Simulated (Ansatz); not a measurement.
The starting structures come from a database of crystals and need not be the phases stable at ambient conditions.

Input:

```
CELL_PARAMETERS angstrom
      3.49998     0.00000     0.00000
      0.00000    13.74277     0.00000
      1.74999     0.00000     3.03107
ATOMIC_POSITIONS crystal
  Te 0.33333 0.11717 0.33333
  Te 0.66667 0.88283 0.66667
  Te 0.66667 0.61717 0.66667
  Te 0.33333 0.38283 0.33333
  W  0.33333 0.75000 0.33333
  W  0.66667 0.25000 0.66667
```

Space group of this cell: P6_3/mmc. The cell was relaxed by PBE-D3(BJ); by PBEsol its mean pressure is -0.7 GPa.

Transport runs along the normal of the first two printed cell vectors, the (100) plane of the conventional cell.

No gap correction and no spin-orbit coupling; mid-gap values are interpolated between computed energies.

Task: State the band gap and the smallest decay constant κ at mid-gap according to Ansatz (a first-principles code) with PBEsol.

Result: Gap 0.70 eV on a 10×4×10 mesh; κ = 0.141 1/Å, at (0.300, 0.000) of the in-plane reciprocal vectors. At the zone centre, at the nearest computed energy, the slowest state has κ = 0.19 1/Å.
